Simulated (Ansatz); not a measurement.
# A computed series for WS2: carrier doping

The reference is WS2 (space group P6_3/mmc, No. 194; layered, stacked along the Cartesian z axis).

```xyz
6
Lattice="3.1540 0.0000 0.0000 -1.5770 2.7315 0.0000 0.0000 0.0000 12.1415" Properties=species:S:1:pos:R:3 pbc="T T T"
W      0.0000     1.8210     3.0354
W      1.5770     0.9105     9.1061
S      0.0000     1.8210     7.5314
S      1.5770     0.9105     1.4606
S      1.5770     0.9105     4.6101
S      0.0000     1.8210    10.6808
```

Carriers are added at fixed cell with a uniform background; the Fermi–Dirac width is that of 300 K.

Calculations: Ansatz (a quantum-chemistry and plane-wave program) PBE-D3(BJ), scalar-relativistic without spin-orbit coupling.

Notes on the quantities. Fermi level from band edge: Fermi level relative to the doped band's edge (positive inside the band; to 0.05 eV).

```json
[
 {"electron density (10^21 cm⁻³)": "2", "Fermi level from band edge (eV)": "0.30"},
 {"electron density (10^21 cm⁻³)": "3", "Fermi level from band edge (eV)": "0.40"},
 {"electron density (10^21 cm⁻³)": "7", "Fermi level from band edge (eV)": "?"},
 {"electron density (10^21 cm⁻³)": "10", "Fermi level from band edge (eV)": "0.80"}
]
```

Q: Fit E_F = C n^s, fitted as a line in log–log form (a parabolic band gives s = 2/3) to the rows shown and predict the withheld row.

A: Least squares on the printed values gives C = 0.20 eV, s = 0.60 (largest residual 0.01 eV); this predicts 0.65 eV, and the run gives 0.60 eV, in agreement.

Charged cell with a jellium background: band edges are those of the host's band count, energies are not comparable with the neutral cell, and many-body gap narrowing is missing. Whether these cells are dynamically stable was not tested.
